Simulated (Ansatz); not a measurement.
Consider InP in the zinc blende structure (space group F-43m, No. 216; a = 5.9595 Å).

Computed with PBE, PAW, 420 eV (Ansatz, an electronic-structure program; spin-orbit coupling left out).

Strains are applied to the cell and any free atomic positions relax.

One change was made to it. Results:

The valley order (the lowest conduction-band minima on the path, energy above the VBM, named in the base's zone) goes from Γ 0.44 eV; L along ⟨111⟩ 1.38 eV; X along ⟨100⟩ 1.85 eV to Γ 0.69 eV; L along ⟨111⟩ 1.49 eV; X along ⟨100⟩ 1.77 eV; the width of the top valence band grows by 0.20 eV to 2.89 eV; the pressure goes from zero to 3.00 GPa.

**Question.** Which change produced these results?
A. isotropic strain +0.50 %
B. isotropic strain −1.50 %
C. isotropic strain −3.00 %

**Answer.** B, isotropic strain −1.50 %. For comparison, the valley order in the other runs: isotropic strain +0.50 % gives Γ 0.36 eV; L along ⟨111⟩ 1.35 eV; X along ⟨100⟩ 1.87 eV; isotropic strain −3.00 % gives Γ 0.94 eV; L along ⟨111⟩ 1.60 eV; X along ⟨100⟩ 1.69 eV.

The levels and masses belong to the bands next to the band gap. No phonon test of stability was made.
